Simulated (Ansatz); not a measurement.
**rock-salt TaN (1 1 1) on 4H silicon carbide (0 0 1) (film strained to the substrate, faces as cut)**

A periodic stack without vacuum, rock-salt TaN (1 1 1) on 4H silicon carbide (0 0 1) (film strained to the substrate, faces as cut): substrate slab Si8C8, film N4Ta4, surface cells [[0, 1], [-1, 0]] and [[1, 0], [0, 1]], film strained by -0.9 and -0.9 %, faces C/Si and N/Ta as cut (like faces can put a slab off its formula).

The start was prepared with a machine-learned potential, and the result is one local minimum, with the in-plane cell held and forces under 0.04 eV/Å; the film can end far from its bulk form.

These are PBE (plane waves to 420 eV, PAW; Ansatz, a quantum-chemistry and plane-wave program) values and carry that method's errors. No spin–orbit coupling; the runs are not spin-polarised; PBE gaps are too small against experiment. Its k-point mesh 12×12×1, Fermi–Dirac width 0.05 eV.

- interface area: 8.3 Å²
- period: 31.11 Å
- gaps between the outermost planes at the two interfaces: 1.77 and 2.13 Å
- Si–Ta contacts across the interfaces within 1.22 times the sum of covalent radii: 3, mean 3.26 Å
- C–Ta contacts across the interfaces within 1.22 times the sum of covalent radii: 1, mean 2.13 Å
- N–Si contacts across the interfaces within 1.22 times the sum of covalent radii: 1, mean 1.77 Å
- estimate of the barrier: withheld, since the two interfaces are unlike
- slope of the mean potential energy in the substrate: -4.4 MV/cm × e

```
CELL_PARAMETERS angstrom
      3.09374    -0.00017    -0.05052
      1.54677     2.67943    -0.04427
     -1.02338    -0.66712    31.13371
ATOMIC_POSITIONS crystal
  Si 0.91507 0.98360 0.05344
  Si 0.96955 0.03816 0.21658
  Si 0.27587 0.34438 0.13521
  Si 0.66323 0.73191 0.29802
  C  0.93590 0.00438 0.11519
  C  0.98991 0.05857 0.27790
  C  0.29631 0.36489 0.19672
  C  0.57544 0.64393 0.03434
  Si 0.02346 0.09224 0.37938
  Si 0.07719 0.14614 0.54219
  Si 0.38367 0.45254 0.46081
  Si 0.77060 0.83963 0.62316
  C  0.04371 0.11254 0.44070
  C  0.09750 0.16650 0.60365
  C  0.40396 0.47288 0.52230
  C  0.68358 0.75233 0.35950
  N  0.78937 0.85838 0.67995
  N  0.14866 0.21778 0.75861
  N  0.50939 0.57853 0.84151
  N  0.87023 0.93935 0.92387
  Ta 0.46872 0.53777 0.71843
  Ta 0.82846 0.89764 0.79826
  Ta 0.18963 0.25878 0.88265
  Ta 0.55135 0.62025 0.96572
```
